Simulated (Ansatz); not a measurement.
**Effect of tensor shear ε_xz = +1.43 % on Ru**

The parent structure is Ru in the hcp (Mg type) structure (space group P6_3/mmc, No. 194; a = 2.6756 Å, c = 4.2237 Å; relaxed with 0.1 eV smearing). Axes: x lies along a and z along c of the hexagonal cell.

The change: a pure shear with ε_xz = ε_zx = 0.0143, atoms relaxed at fixed cell.

Calculations: Ansatz (an electronic-structure program), LDA, PAW, cutoff 420 eV, scalar-relativistic without spin-orbit coupling. Settings: 25×25×14 k-points, 0.1 eV Fermi–Dirac smearing.

| quantity | base | changed | shift |
|---|---|---|---|
| volume per atom | 13.09 Å³ | 13.09 Å³ | 0.00 Å³ |
| space group | P6_3/mmc (No. 194) | C2/c (No. 15) | – |
| shortest interatomic distance | 2.617 Å | 2.586 Å | -0.0301 Å |
| energy relative to the base (free energy F) | 0 meV/atom | +7.1 meV/atom | +7.1 meV/atom |
| pressure (mean of the normal stresses, compression positive) | 0.0 GPa | 0.3 GPa | +0.3 GPa |
| band gap | zero | zero | – |
| stress (xx, yy, zz, yz, xz, xy; compression positive) | – | (0.2, 0.1, 0.5, 0.0, -6.1, 0.0) GPa | – |

The cells carry an imposed strain or load. No phonon test of stability was made. All final runs are without spin polarisation.
